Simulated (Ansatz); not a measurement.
Start from AlRu in the CsCl type structure (space group Pm-3m, No. 221; a = 2.955 Å; relaxed with 0.1 eV smearing). Axes: x, y, z lie along the cube axes.

The values are results of Ansatz (a first-principles code), LDA, PAW, cutoff 420 eV, no spin-orbit coupling, not measurements.

Modification: uniaxial strain ε_zz = −1.00 %, all other strain components held at zero; the atoms relax in the strained cell.

What does the calculation give for the energy relative to the base after the change?

The energy increases by 1.5 meV/atom.

What does the calculation give for the stress after the change?

The stress (xx, yy, zz, yz, xz, xy; compression positive) is (1.7, 1.7, 3.7, 0.0, 0.0, 0.0) GPa.

Stability against distortions was not tested. All final runs are without spin polarisation.
